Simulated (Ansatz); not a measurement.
Take MoS2 in the 2H-MoS2 type structure (space group P6_3/mmc, No. 194; a = 3.109 Å, c = 11.709 Å; layered, stacked along the Cartesian z axis) as the base.

Perturbation: hydrostatic tension (pressure −2 GPa).

Levels (all Ansatz, a first-principles code, PAW): PBEsol-D3(BJ) (420 eV, no spin-orbit coupling); r2SCAN (500 eV, without spin-orbit coupling); HSE06 (420 eV, no spin-orbit coupling).

At the geometry relaxed with PBEsol-D3(BJ), these levels gave the following band gaps, in shuffled order: (a) 0.84 eV, (b) 1.27 eV, (c) 0.69 eV.

Q: Match each gap to its level.

A: (a) r2SCAN; (b) HSE06; (c) PBEsol-D3(BJ).

Single points use the geometry relaxed with PBEsol-D3(BJ). HSE06 gaps are upper bounds (no full band path). Load acts through the strain it causes; cell and atoms are relaxed under it. Stability against distortions was not tested.
